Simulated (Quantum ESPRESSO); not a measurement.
Quantum ESPRESSO run on Li2MgZrO4 (P1, 8 atoms in the cell): self-consistent single point.

Method of the run: LDA (PZ)+U, GBRV 1.5 ultrasoft (LDA) pseudopotentials (plane waves; Quantum ESPRESSO).

```
Li2MgZrO4
1.0
   -2.13118     2.13118     4.52144
    2.13118    -2.13118     4.52144
    2.13118     2.13118    -4.52144
Li Mg Zr O
2 1 1 4
Cartesian
 -0.01946   0.03909   4.52953
 -0.01035   2.09745   2.22367
  2.10335   0.02370   2.24506
  0.01029   0.01912  -0.04185
  0.02027  -0.02159   6.95593
 -0.02215  -0.01926   2.06951
  2.15016  -0.02291   0.17544
  2.16145   0.01557   4.44990
```

Reference input (self-consistent single point, DFT, LDA (PZ), plane waves, GBRV 1.5 ultrasoft (LDA) pseudopotentials): ecutwfc = 40 Ry; ecutrho = 320 Ry; occupations = smearing; smearing = fermi-dirac; degauss = 0.0036749 Ry; K_POINTS = automatic 4 4 5 0 0 0; conv_thr = 1e-09 Ry; mixing_beta = 0.5. This run's input differs from it in these lines:

```diff
@@ -42,2 +42,4 @@
 4 4 5  0 0 0
+HUBBARD {ortho-atomic}
+U Zr-4d 3
```

Log, with long lists cut:

```
     Self-consistent Calculation

     iteration #  1     ecut=    40.00 Ry     beta= 0.50

     =================== HUBBARD OCCUPATIONS ===================
     ------------------------ ATOM    4 ------------------------
     Tr[ns(  4)] =   1.32986
     eigenvalues:
       0.086  0.099  0.099  0.184  0.198

     Number of occupied Hubbard levels =    1.3299

     negative rho (up, down):  6.222E-02 0.000E+00

     total energy              =    -382.43463892 Ry
     estimated scf accuracy    <       1.61525554 Ry

     iteration #  2     ecut=    40.00 Ry     beta= 0.50

     negative rho (up, down):  6.328E-02 0.000E+00

   [... lines left out ...]
     estimated scf accuracy    <       0.56379558 Ry

     iteration #  3     ecut=    40.00 Ry     beta= 0.50

     negative rho (up, down):  6.460E-02 0.000E+00

     total energy              =    -382.97116220 Ry
     estimated scf accuracy    <       0.01965527 Ry

   [... 8 blocks of this kind left out ...]

     iteration # 12     ecut=    40.00 Ry     beta= 0.50

     negative rho (up, down):  6.497E-02 0.000E+00

     total energy              =    -382.97510207 Ry
     estimated scf accuracy    <          2.1E-09 Ry

     iteration # 13     ecut=    40.00 Ry     beta= 0.50

     negative rho (up, down):  6.497E-02 0.000E+00
     End of self-consistent calculation

     =================== HUBBARD OCCUPATIONS ===================
     ------------------------ ATOM    4 ------------------------
     Tr[ns(  4)] =   2.15149
     eigenvalues:
       0.150  0.181  0.183  0.266  0.295

     Number of occupied Hubbard levels =    2.1515

     Number of k-points >= 100: set verbosity='high' to print the bands.

     the Fermi energy is     8.0569 ev

!    total energy              =    -382.97510207 Ry
     estimated scf accuracy    <          5.6E-11 Ry
     smearing contrib. (-TS)   =      -0.00000000 Ry
     internal energy E=F+TS    =    -382.97510207 Ry

     Hubbard energy            =       0.18275777 Ry

     convergence has been achieved in  13 iterations

     negative rho (up, down):  6.497E-02 0.000E+00

   [... lines left out ...]
     Total force =     0.050616     Total SCF correction =     0.000004
   [... lines left out ...]

     negative rho (up, down):  6.497E-02 0.000E+00
          total   stress  (Ry/bohr**3)                   (kbar)     P=      -87.97
  -0.00073449  -0.00000222   0.00003450         -108.05       -0.33        5.08
  -0.00000222  -0.00062113   0.00001499           -0.33      -91.37        2.20
   0.00003450   0.00001499  -0.00043844            5.08        2.20      -64.50

   JOB DONE.
```

The run converged in 13 iterations. Against the reference run the pressure goes from -10.12 to -8.80 GPa, the largest force goes from 0.905 to 0.933 eV/Å and the gap on the mesh goes from 3.051 to 3.659 eV.

The starting cell comes from a database of computed structures (which also holds hypothetical and non-ambient phases and stackings), without a prior relaxation at this level. Its atoms were displaced at random from the sites of space group no. 119. Spin polarisation is off. The U value is a test value, and with U on an open shell several self-consistent states can exist. With a pressure of about -9 GPa the cell is away from its equilibrium volume at this level.

Cost on one core of a shared machine: roughly 5 min.
